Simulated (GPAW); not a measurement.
A self-consistent single point of BaAlGe (P-6m2, 3 atoms in the cell) with GPAW

Method of the run: PBEsol, GPAW PAW datasets PBEsol (made by gpaw-setup) (plane waves; GPAW 25.7.0).

Input:

```python
from ase import Atoms
from ase.units import GPa
from gpaw import GPAW

atoms = Atoms(['Ba', 'Al', 'Ge'],
              cell=[[4.437496, 0.000000, 0.000000],
                    [-2.218748, 3.842984, 0.000000],
                    [0.000000, 0.000000, 5.329712]],
              positions=[[0.000000, 0.000000, 0.000000],
                         [2.218750, 1.280993, 2.664856],
                         [-0.000002, 2.561991, 2.664856]],
              pbc=True)

calc = GPAW(mode={'name': 'pw', 'ecut': 600},
            xc='PBEsol',
            kpts={'size': (6, 6, 4), 'gamma': True},
            occupations={'name': 'fermi-dirac', 'width': 0.1},
            nbands=-11,
            symmetry={'symmorphic': False, 'tolerance': 0.0005},
            maxiter=120,
            txt='-')

atoms.calc = calc

energy = atoms.get_potential_energy()
print('Energy (eV):', round(energy, 6))
forces = atoms.get_forces()
print('Forces (eV/Ang):')
print(forces.round(5))
stress = atoms.get_stress()
print('Stress (GPa, Voigt):', (stress / GPa).round(4))
```

Output (repeated stretches shortened):

```
Input parameters:
  kpts: {gamma: True,
         size: (6, 6, 4)}
  maxiter: 120
  mode: {ecut: 600,
         name: pw}
  nbands: -11
  occupations: {name: fermi-dirac,
                width: 0.1}
  symmetry: {symmorphic: False,
             tolerance: 0.0005}
  xc: PBEsol

species:
  Ba:
    name: Barium
    Z: 56.0
    valence: 10
    core: 46
    charge: 0.0
    file: Ba.PBEsol.gz

    # Using partial waves for Ba as LCAO basis

  Al:
    name: Aluminium
    Z: 13.0
    valence: 3
    core: 10
    charge: 0.0
    file: Al.PBEsol.gz

    # Using partial waves for Al as LCAO basis

  Ge:
    name: Germanium
    Z: 32.0
    valence: 4
    core: 28
    charge: 0.0
    file: Ge.PBEsol.gz

    # Using partial waves for Ge as LCAO basis

Reference energy: -284836.615692  # eV

Spin-paired calculation

Convergence criteria:
 Maximum [total energy] change in last 3 cyles: 0.0005 eV / valence electron
 Maximum integral of absolute [dens]ity change: 0.0001 electrons / valence electron
 Maximum integral of absolute [eigenst]ate change: 4e-08 eV^2 / valence electron
 Maximum number of scf [iter]ations: 120

Symmetries present (total): 12
Symmetries with fractional translations: 0
144 k-points: 6 x 6 x 4 Monkhorst-Pack grid + [1/12,1/12,1/8]
21 k-points in the irreducible part of the Brillouin zone
       k-points in crystal coordinates                weights
   0:     0.00000000    0.00000000    0.00000000          1/144
   1:     0.00000000    0.00000000    0.25000000          2/144
   2:     0.00000000    0.00000000    0.50000000          1/144
   [... 7 lines left out ...]
          ...
  20:     0.50000000    0.50000000    0.50000000          3/144

Wave functions: Plane wave expansion
  Cutoff energy: 600.000 eV
  Number of coefficients (min, max): 3015, 3063
  Pulay-stress correction: 0.000000 eV/Ang^3 (de/decut=0.000000)

Occupation numbers: Fermi-Dirac:
  width: 0.1000  # eV

Eigensolver

Densities:
  Coarse grid: 27*27*32 grid
  Fine grid: 54*54*64 grid
  Total Charge: 0.000000

Density mixing:
  Method: separate
  Backend: pulay
  Linear mixing parameter: 0.05
  old densities: 5
  Damping of long wavelength oscillations: 50

Hamiltonian:
  XC and Coulomb potentials evaluated on a 54*54*64 grid
  External potential:
    NoExternalPotential

XC parameters: PBEsol with 2 nearest neighbor stencil

Number of atoms: 3
Number of atomic orbitals: 13
Number of bands in calculation: 19
Number of valence electrons: 17
Bands to converge: occupied

Density initialized from atomic densities
  13 bands from LCAO basis set
  6 bands from random numbers

Atomic positions and initial magnetic moments

Positions:
   0 Ba     0.000000    0.000000    0.000000    ( 0.0000,  0.0000,  0.0000)
   1 Al     2.218750    1.280993    2.664856    ( 0.0000,  0.0000,  0.0000)
   2 Ge    -0.000002    2.561991    2.664856    ( 0.0000,  0.0000,  0.0000)

Unit cell:
           periodic     x           y           z      points  spacing
  1. axis:    yes    4.437496    0.000000    0.000000    27     0.1423
  2. axis:    yes   -2.218748    3.842984    0.000000    27     0.1423
  3. axis:    yes    0.000000    0.000000    5.329712    32     0.1666

  Lengths:   4.437496   4.437496   5.329712
  Angles:   90.000000  90.000000 120.000002

Effective grid spacing dv^(1/3) = 0.1574

     iter     time        total  log10-change:
                         energy   eigst   dens
iter:   1 --:--:--   -12.680983
iter:   2 --:--:--   -12.676640   -1.86  -1.05
iter:   3 --:--:--   -12.510247   -2.17  -1.09
iter:   4 --:--:--   -12.546849   -2.81  -1.39
iter:   5 --:--:--   -12.491339   -3.09  -1.52
iter:   6 --:--:--   -12.491863   -4.78  -2.09
iter:   7 --:--:--   -12.490833c  -4.35  -2.23
iter:   8 --:--:--   -12.490665c  -5.01  -2.77
iter:   9 --:--:--   -12.490652c  -6.28  -3.00
iter:  10 --:--:--   -12.490629c  -6.14  -3.09
iter:  11 --:--:--   -12.490627c  -6.98  -3.46
iter:  12 --:--:--   -12.490631c  -7.23  -3.53
iter:  13 --:--:--   -12.490617c  -6.89  -3.42
iter:  14 --:--:--   -12.490617c  -8.29c -3.84
iter:  15 --:--:--   -12.490624c  -7.63c -3.87
iter:  16 --:--:--   -12.490624c  -9.35c -4.36c

Converged after 16 iterations.

Dipole moment: (0.273009, -0.157621, -0.000000) |e|*Ang

Energy contributions relative to reference atoms: (reference = -284836.615692)

Kinetic:         +9.582964
Potential:       -6.300168
External:        +0.000000
XC:             -15.681270
Entropy (-ST):   -0.056464
Local:           -0.063919
SIC:             +0.000000
--------------------------
Free energy:    -12.518856
Extrapolated:   -12.490624

Showing only first 2 kpts
 Kpt  Band  Eigenvalues  Occupancy
  0     6      4.97497    1.99992
  0     7      4.97501    1.99992
  0     8      5.29492    1.99799
  0     9      6.18444    0.23940

  1     6      5.09381    1.99973
  1     7      5.09385    1.99973
  1     8      5.97922    1.02847
  1     9      6.99273    0.00008

Fermi level: 5.98492

No gap
No difference between direct/indirect transitions
Energy (eV): -12.490624

Forces in eV/Ang:
  0 Ba   -0.00000   -0.00000    0.00000
  1 Al    0.00000    0.00000    0.00000
  2 Ge    0.00000   -0.00000    0.00000

Stress tensor:
     0.019519     0.000000     0.000000
     0.000000     0.019519     0.000000
     0.000000     0.000000     0.023391
Stress (GPa, Voigt): [3.1273 3.1273 3.7476 0.     0.     0.    ]
```

The run converged in 16 iterations. GPAW prints stress with tension positive.

The starting cell comes from a database of computed structures (which also holds hypothetical and non-ambient phases and stackings), without a prior relaxation at this level. Its lattice was rescaled by a random factor within 2.5 % of one. With a pressure of about -3 GPa the cell is away from its equilibrium volume at this level.

Cost on one core of a shared machine: roughly 50 s.
